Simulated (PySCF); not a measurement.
PySCF 2.14.0, R2SCAN/def2-svp, df: Ga(Cl)(OH)(NH2) ([NH2][Ga]([OH])[Cl]), 7 atoms. The geometry is a generated start, not checked to be a minimum at this level.

```yaml
task: energy
method: r2scan
basis: def2-svp
two_electron_scheme: density fitting
mol.max_memory: 3000 MB
mf.max_cycle: 100
mf.conv_tol: 1e-09 (default)
mf.grids.level: 3 (default)
basis_functions: 93
grid_points: 97192
```

```xyz
7

Ga    -0.4372    -0.0754    -0.1771
Cl    -2.1731    -1.1180    -0.6796
O     -0.1987     1.5330    -0.8020
H     -0.8330     2.0206    -1.3251
N      0.8571    -0.6269     1.0037
H      1.7284    -0.1125     0.9272
H      1.0566    -1.6208     1.0527
```

With the defaults (mf.DIIS = CDIIS, mf.diis = true, mf.init_guess = minao, mf.diis_space = 8, mf.damp = 0, mf.diis_start_cycle = 1, mf.level_shift = 0) it converges in 13 Fock builds. One run each on 2 threads, 1 BLAS thread, with these changes:
- mf.DIIS = EDIIS
- mf.init_guess = atom
- mf.DIIS = ADIIS
- mf.damp = 0.7, mf.diis_start_cycle = 8
- mf.init_guess = 1e
- mf.init_guess = mod_huckel
- mf.diis = false
- mf.level_shift = 1 Hartree
- mf.diis_space = 12

### Question
Which runs fail or end elsewhere than the default run?

### Answer
No convergence: mf.DIIS = EDIIS; mf.diis = false (the run ends without SCF convergence in 100 cycles). The rest reach the solution of the defaults.

```csv
setting,Fock builds,end
the defaults,13,same solution
mf.diis_space = 12,13,same solution
mf.init_guess = mod_huckel,14,same solution
"mf.damp = 0.7, mf.diis_start_cycle = 8",14,same solution
mf.init_guess = atom,14,same solution
mf.DIIS = ADIIS,25,same solution
mf.init_guess = 1e,26,same solution
mf.level_shift = 1 Hartree,39,same solution
mf.DIIS = EDIIS,101,no convergence
mf.diis = false,101,no convergence
```
